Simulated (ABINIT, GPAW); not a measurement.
An ABINIT input for a self-consistent single point of Ge3As4 (P-43m, 7 atoms in the cell) (DFT, PBEsol, plane waves, norm-conserving pseudopotentials (PseudoDojo nc-sr-04 PBEsol standard)):

```
# Ge3As4, PseudoDojo nc-sr-04 PBEsol standard
pp_dirpath "./"
pseudos "Ge.upf, As.upf"
acell 5.5318140000 5.5318140000 5.5318140000 Angstrom
rprim
         1.0000000000    0.0000000000    0.0000000000
         0.0000000000    1.0000000000    0.0000000000
         0.0000000000    0.0000000000    1.0000000000
natom 7
ntypat 2
znucl 32 33
typat 1 1 1 2 2 2 2
xred
         0.0000000000    0.0000000000    0.5000000000
         0.5000000000    0.0000000000    0.0000000000
         0.0000000000    0.5000000000    0.0000000000
         0.7206900000    0.7206900000    0.7206900000
         0.7206900000    0.2793100000    0.2793100000
         0.2793100000    0.2793100000    0.7206900000
         0.2793100000    0.7206900000    0.2793100000
ecut 1143 eV
occopt 3
tsmear 0.00499791
nband 64
kptopt 1
ngkpt 4 4 4
nshiftk 1
shiftk 0 0 0
nstep 100
tolvrs 1.0e-11
prtwf 0
prtden 0
```

### Question
Write the same calculation as an input for GPAW.

### Answer
This is the input that was run; spellings and numerical settings could be chosen otherwise.

```python
from ase import Atoms
from ase.units import GPa
from gpaw import GPAW

atoms = Atoms(['Ge', 'Ge', 'Ge', 'As', 'As', 'As', 'As'],
              cell=[[5.531814, 0.000000, 0.000000],
                    [0.000000, 5.531814, 0.000000],
                    [0.000000, 0.000000, 5.531814]],
              scaled_positions=[[0.000000, 0.000000, 0.500000],
                                [0.500000, 0.000000, 0.000000],
                                [0.000000, 0.500000, 0.000000],
                                [0.720690, 0.720690, 0.720690],
                                [0.720690, 0.279310, 0.279310],
                                [0.279310, 0.279310, 0.720690],
                                [0.279310, 0.720690, 0.279310]],
              pbc=True)

calc = GPAW(mode={'name': 'pw', 'ecut': 600},
            xc='PBEsol',
            kpts={'size': (4, 4, 4), 'gamma': True},
            occupations={'name': 'fermi-dirac', 'width': 0.136},
            nbands=-8,
            convergence={'density': 1e-05, 'bands': -6},
            symmetry={'symmorphic': False, 'tolerance': 0.0005},
            maxiter=120,
            txt='-')

atoms.calc = calc

energy = atoms.get_potential_energy()
print('Energy (eV):', round(energy, 6))
forces = atoms.get_forces()
print('Forces (eV/Ang):')
print(forces.round(5))
stress = atoms.get_stress()
print('Stress (GPa, Voigt):', (stress / GPa).round(4))
```

Basis, cutoffs, solver keys and any potentials are the target program's own. This input uses DFT PBEsol, plane waves, GPAW PAW datasets PBEsol (made by gpaw-setup).

The starting cell comes from a database of computed structures (which also holds hypothetical and non-ambient phases and stackings), without a prior relaxation at this level. Its lattice was rescaled by a random factor within 2.5 % of one.
